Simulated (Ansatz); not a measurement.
System: AgAl (model structure, Fm-3m, No. 225, 2 atoms in the cell). Method: PBEsol in Ansatz (plane waves, PAW).

Numerical settings: plane-wave cutoff 520 eV, 20×20×20 k mesh, Fermi–Dirac smearing 0.05 eV, no spin polarisation, scalar-relativistic PAW data made under PBE.

Cell (relaxed at this level):

```cif
data_Ag4Al4
_chemical_formula_sum 'Ag4 Al4'
_space_group_name_H-M_alt 'Fm-3m'
_space_group_IT_number 225
_space_group_name_Hall '-F 4 2 3'
_cell_length_a 5.32063
_cell_length_b 5.32063
_cell_length_c 5.32063
_cell_angle_alpha 90.000
_cell_angle_beta 90.000
_cell_angle_gamma 90.000
loop_
_atom_site_label
_atom_site_type_symbol
_atom_site_symmetry_multiplicity
_atom_site_Wyckoff_symbol
_atom_site_fract_x
_atom_site_fract_y
_atom_site_fract_z
_atom_site_occupancy
Ag1 Ag 4 a 0.00000 0.00000 0.00000 1
Al1 Al 4 b 0.50000 0.50000 0.50000 1
```
(The calculation used a cell of 2 atoms; values per cell refer to that cell.)

**Question.** Estimate the bulk modulus that the calculation returns.

**Answer.** 
* **bulk modulus**: 76.6 GPa

The run finds no gap.

Note: the bulk modulus is −V dP/dV from two relaxed cells at ±2 % in volume; the relaxation could raise the start's symmetry but not lower it, so the cell can be a saddle point.

Cost on a shared machine: around 80 core-seconds (rough).

A model structure was made by putting elements into a prototype or built by hand; it is no filed structure, need not be a known phase, and can be a saddle point held by its symmetry.

Ansatz is an electronic-structure program.
